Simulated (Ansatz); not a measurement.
Consider ZrN in the rock salt structure (space group Fm-3m, No. 225; a = 4.5531 Å; relaxed with 0.1 eV smearing).

Level of theory: PBEsol (Ansatz, a first-principles code), no spin-orbit coupling, earlier PAW set.

Before the change:

The pressure is 0.0 GPa.

Modification: every lattice vector is shortened by 4.79 %, atoms relaxed at fixed cell.

Task: Predict the new energy relative to the base.

Result: The energy increases by 0.240 eV/atom.

Task: What does the calculation give for the pressure after the change?

Result: The pressure goes from zero to 54.1 GPa.

The cells carry an imposed strain or load. No phonon test of stability was made. All final runs are without spin polarisation. An odd electron count without spin: ZrN.
